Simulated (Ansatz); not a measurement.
The reference is Ag in the fcc (Cu type) structure (space group Fm-3m, No. 225; relaxed with 0.1 eV smearing).

```yaml
crystal:
  lattice:
    - [0.00000, 2.05231, 2.05231]
    - [2.05231, 0.00000, 2.05231]
    - [2.05231, 2.05231, 0.00000]
  atoms:
    - { symbol: Ag, position: [0.00000, 0.00000, 0.00000] }
```

Cartesian axes are those of the cell as printed.

All numbers come from r2SCAN (Ansatz, an electronic-structure program; PAW; 500 eV plane waves; spin-orbit coupling left out), earlier PAW set.

Before the change:

The shortest interatomic distance is 2.902 Å.

It is then changed as follows: the symmetric strain tensor [-0.0246 -0.0076 0.0031; -0.0076 0.0038 0.0128; 0.0031 0.0128 0.0091]; the atoms relax in the strained cell.

**Question.** Predict the new energy relative to the base.

**Answer.** The energy rises by 4.0 meV/atom.

**Question.** What happens to the stress?

**Answer.** The stress (xx, yy, zz, yz, xz, xy; compression positive) comes out as (2.0, 1.3, 1.0, -1.0, -0.3, 0.8) GPa.

**Question.** What happens to the shortest interatomic distance?

**Answer.** The shortest interatomic distance decreases by 0.0516 Å to 2.851 Å.

Stability against distortions was not tested.
